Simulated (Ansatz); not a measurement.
The starting structures come from a database of crystals and need not be the phases stable at ambient conditions.

 Where the default PAW files enter, the runs use the earlier of Ansatz's two default sets.

By PBEsol, the system below comes out a metal.

A figure of merit of an interconnect metal is its ballistic conductance per area.

Data:

```
Ta
1.0
    3.00891     0.00000     0.00000
   -1.50446     2.60580     0.00000
    1.50446     0.86860     2.40860
Ta
1
Cartesian
  0.00000   0.00000   0.00000
```

Space group of this cell: R-3m. The cell is strained (lengths across the current scaled by 1.02, ions clamped); by PBEsol its mean pressure is -6.9 GPa.

The current flows along the normal of the first two printed cell vectors, the (111) (indices of the unstrained crystal) plane of the conventional cell. No spin-orbit coupling; the value is a mean over 0.1 eV about the Fermi level.

Question: Compute, with PBEsol in Ansatz (a program for electronic structure), the ballistic conductance per area.

Answer: 1.4 × 10¹⁵ S/m² for both spins.
